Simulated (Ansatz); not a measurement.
The starting structures come from a database of crystals and need not be the phases stable at ambient conditions.

By PBEsol, the system below comes out a metal.

Data:

```yaml
crystal:
  lattice:
    - [3.96995, 0.00000, 0.00000]
    - [-1.98498, 5.58531, 0.00000]
    - [1.98498, 0.00000, 5.69929]
  atoms:
    - { symbol: Sb, position: [0.84874, 0.19748, 0.50000] }
    - { symbol: Sb, position: [0.15126, 0.80252, 0.50000] }
    - { symbol: Sb, position: [0.34874, 0.50000, 0.80252] }
    - { symbol: Sb, position: [0.65126, 0.50000, 0.19748] }
```

Space group of this cell: Fmmm. The cell is strained (lengths across the current scaled by 0.98, ions clamped); by PBEsol its mean pressure is 1.6 GPa.

The current flows along the normal of the first two printed cell vectors. No spin-orbit coupling; the value is a mean over 0.1 eV about the Fermi level.

Problem. Estimate the ballistic conductance per area that PBEsol in Ansatz (an electronic-structure program) returns for this system.

Solution. 0.45 × 10¹⁵ S/m² for both spins.
